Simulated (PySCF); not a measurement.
PySCF 2.14.0, PBE0/def2-svpd: Ta(O)(OH)2(NH2) ([NH2][Ta](=[O])([OH])[OH]), 9 atoms. The geometry is a generated start, not checked to be a minimum at this level.

| Item | Value |
|---|---|
| task | energy and gradient |
| method | pbe0 |
| basis | def2-svpd |
| mol.max_memory | 7000 MB |
| mf.init_guess | minao (default) |
| mf.DIIS | CDIIS (default) |
| mf.diis_space | 8 (default) |
| mf.conv_tol | 1e-09 (default) |
| mf.grids.level | 3 (default) |
| effective core potentials | those of the basis set, past Kr |
| basis functions (reference run) | 156 |
| grid points (reference run) | 119392 |

```xyz
9

Ta     0.3695     0.0239    -0.1900
O      1.6877     0.8986     0.4695
O      0.7699    -1.7950    -0.2218
H      1.4493    -2.4394    -0.0205
O     -0.1695     0.7391    -1.8142
H     -0.0404     1.4025    -2.4934
N     -1.0673     0.3385     1.1524
H     -0.9864     0.8585     2.0187
H     -2.0126    -0.0267     1.0994
```

The reference run uses exact four-centre integrals. Single runs; times are not shown.

Settings tried, all else as in the reference:
- density fitting, auxbasis = autoaux
- density fitting, auxbasis = def2-universal-jfit
- density fitting
- density fitting of J alone, exact K

Question: Which settings reproduce the reference to 0.10 meV/atom in energy, 1.0 meV/Å in forces (largest component)?

Answer: Within it: density fitting; density fitting, auxbasis = autoaux. Outside: density fitting of J alone, exact K; density fitting, auxbasis = def2-universal-jfit.

| setting | energy against the reference | difference in forces (largest component) |
|---|---|---|
| density fitting | −0.025 meV/atom | 0.53 meV/Å |
| density fitting, auxbasis = autoaux | +0.046 meV/atom | 0.57 meV/Å |
| density fitting of J alone, exact K | −0.23 meV/atom | 0.50 meV/Å |
| density fitting, auxbasis = def2-universal-jfit | +24 meV/atom | 93 meV/Å |

Total energies are compared; such shifts often cancel in part in energy differences. def2-universal-jfit is made for Coulomb alone and misses functions that exchange needs. No test of the SCF solution's stability was run. Also tried and not ranked: density fitting, auxbasis = def2-universal-jkfit (same energy as a listed run); COSX exchange (sgx_fit, pjs) with fitted J, mf.with_df.grids_level_i = 1, mf.with_df.grids_level_f = 1 (gradient came out as NaN); COSX exchange (sgx_fit, pjs) with fitted J, mf.with_df.grids_level_i = 1, mf.with_df.grids_level_f = 2 (default) (gradient came out as NaN); COSX exchange (sgx_fit, pjs) with fitted J, mf.with_df.grids_level_i = 1, mf.with_df.grids_level_f = 3 (gradient came out as NaN); COSX exchange (sgx_fit, pjs) with fitted J, mf.with_df.grids_level_i = 1, mf.with_df.grids_level_f = 4 (gradient came out as NaN). The tolerance is a choice made for this comparison.
